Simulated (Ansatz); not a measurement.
Results of LDA in Ansatz (plane waves, PAW) for Al3BC (P6₃/mmc, No. 194, 10 atoms in the cell; start mp-1228446).

Run with plane-wave cutoff 520 eV, 12×12×4 k mesh (along the axes of the cell as run), Fermi–Dirac smearing 0.01 eV, scalar-relativistic PAW data made under PBE.

Cell (relaxed with PBEsol):

```cif
data_C2Al6B2
_chemical_formula_sum 'Al6 B2 C2'
_space_group_name_H-M_alt 'P 1'
_space_group_IT_number 1
_cell_length_a 3.48506
_cell_length_b 3.48506
_cell_length_c 11.49983
_cell_angle_alpha 90.000
_cell_angle_beta 90.000
_cell_angle_gamma 120.000
loop_
_space_group_symop_operation_xyz
  'x, y, z'
loop_
_atom_site_label
_atom_site_type_symbol
_atom_site_fract_x
_atom_site_fract_y
_atom_site_fract_z
_atom_site_occupancy
Al1 Al 0.66667 0.33333 0.92425 1
Al2 Al 0.33333 0.66667 0.07575 1
Al3 Al 0.33333 0.66667 0.42425 1
Al4 Al 0.66667 0.33333 0.57575 1
Al5 Al 0.00000 0.00000 0.75000 1
Al6 Al 0.00000 0.00000 0.25000 1
B1 B 0.00000 0.00000 0.00000 1
B2 B 0.00000 0.00000 0.50000 1
C1 C 0.33333 0.66667 0.25000 1
C2 C 0.66667 0.33333 0.75000 1
```

Predict the band gap and smallest direct gap on the k points sampled.


- band gap: 0.45 eV (indirect)
- smallest direct gap on the k points sampled: 1.64 eV

Note: cell and atoms aren't relaxed at this level (pressure -3.7 GPa).

The computed numbers hold no vibrational or temperature effects.

Cost on a shared machine: around 40 core-seconds (rough).

A start named mp-… is a Materials Project structure, which need not be a measured phase.

Ansatz is a first-principles code.
